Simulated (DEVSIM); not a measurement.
Structure: abrupt Ge n-p junction, at 350 K.

```tsv
layer (left to right)	material	thickness (μm)	Nd (cm⁻³)	Na (cm⁻³)	τn (s)	τp (s)
1	Ge	18.0	9.4e17	-	5.7e-7	5.7e-7
2	Ge	1.40	-	7.9e16	5.7e-7	5.7e-7
```

Left contact: ohmic. Right contact: ohmic. Voltage is applied to the left contact. Recombination: SRH at mid-gap, radiative. Mobility is constant in doping.

The device is made up for the run: typed textbook-type constants, with dimensions and the other settings drawn at random. Values at 300 K; Nc and Nv go as T^1.5, mobilities as T to minus their exponent, the gap by Varshni's rule with the affinity fixed.

| parameter | Ge |
|---|---|
| gap (eV) | 0.664 |
| affinity (eV) | 4 |
| permittivity | 16 |
| Nc (cm⁻³) | 1.04e19 |
| Nv (cm⁻³) | 6e18 |
| μn (cm²/Vs) | 3900 |
| μp (cm²/Vs) | 1900 |
| T exponent of μn | 1.66 |
| T exponent of μp | 2.33 |
| B (cm³/s) | 6.4e-14 |
| Varshni α (eV/K) | 0.000477 |
| Varshni β (K) | 235 |

Simulated with DEVSIM: 1D drift-diffusion, Boltzmann statistics, complete ionisation; no tunnelling, impact ionisation, image-force lowering or self-heating.

The temperature was swept, all else fixed.

```json
[
 {"temperature (K)": "250", "largest field in the device at zero bias (V/cm)": "93000", "potential step across the device at zero bias (V)": "0.549"},
 {"temperature (K)": "300", "largest field in the device at zero bias (V/cm)": "88000", "potential step across the device at zero bias (V)": "0.490"},
 {"temperature (K)": "350", "largest field in the device at zero bias (V/cm)": "84000", "potential step across the device at zero bias (V)": "0.427"},
 {"temperature (K)": "400", "largest field in the device at zero bias (V/cm)": "79000", "potential step across the device at zero bias (V)": "0.362"},
 {"temperature (K)": "450", "largest field in the device at zero bias (V/cm)": "75000", "potential step across the device at zero bias (V)": "0.295"},
 {"temperature (K)": "500", "largest field in the device at zero bias (V/cm)": "70000", "potential step across the device at zero bias (V)": "0.228"}
]
```

From the first row to the last the largest field in the device at zero bias goes from 93000 to 70000. From the first row to the last the potential step across the device at zero bias goes from 0.549 to 0.228.
